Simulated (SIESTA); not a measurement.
Band structure of MnZn3 (Pm-3m, 4 atoms in the cell).

```yaml
crystal:
  lattice:
    - [3.72623, 0.00000, 0.00000]
    - [0.00000, 3.72623, 0.00000]
    - [0.00000, 0.00000, 3.72623]
  atoms:
    - { symbol: Mn, position: [0.00000, 0.00000, 0.00000], spin: 4.0 }
    - { symbol: Zn, position: [0.00000, 0.50000, 0.50000] }
    - { symbol: Zn, position: [0.50000, 0.00000, 0.50000] }
    - { symbol: Zn, position: [0.50000, 0.50000, 0.00000] }
```
(The spins are starting values, not results.)

Method: SIESTA with GGA PBEsol, numerical atomic orbitals DZP, PseudoDojo PBEsol standard norm-conserving potentials (rewritten from UPF to PSML).

Settings: XC.functional = GGA; XC.authors = PBEsol; potentials = PseudoDojo PBEsol standard; PAO.BasisSize = DZP; PAO.EnergyShift = 0.005 Ry; MeshCutoff = 300 Ry; kgrid.MonkhorstPack = 6 6 6; OccupationFunction = FD; ElectronicTemperature = 1160.45 K; Spin = polarized; DM.InitSpin = [1 +4.00, 2 +0.00, 3 +0.00, 4 +0.00]; MaxSCFIterations = 150; SCF.Mixer.Method = Pulay; SCF.Mixer.Weight = 0.1.

The starting cell comes from a database of computed structures (which also holds hypothetical and non-ambient phases and stackings), without a prior relaxation at this level. Its lattice was rescaled by a random factor within 2.5 % of one. With one magnetic atom in the cell only a parallel order is possible. Values carry the incompleteness of an atom-centred basis.

Levels in eV from the Fermi level, bands 36 to 41 of the first spin channel:
```json
[
 {"point": "Γ", "36": "-1.22", "37": "-1.22", "38": "-0.28", "39": "-0.28", "40": "-0.28", "41": "5.78"},
 {"point": "X", "36": "-2.24", "37": "-1.32", "38": "-1.24", "39": "4.18", "40": "4.18", "41": "4.21"},
 {"point": "M", "36": "-1.95", "37": "-1.95", "38": "-1.38", "39": "-0.59", "40": "-0.29", "41": "6.40"},
 {"point": "R", "36": "-2.20", "37": "-2.20", "38": "-2.20", "39": "-1.24", "40": "-1.24", "41": "1.82"}
]
```

Bands cross the Fermi level along this path, so the cell is metallic at this level.

Higher empty bands are left out: an atom-centred basis made for the valence describes them poorly.

The net moment of the cell came out as 2.46 μB.
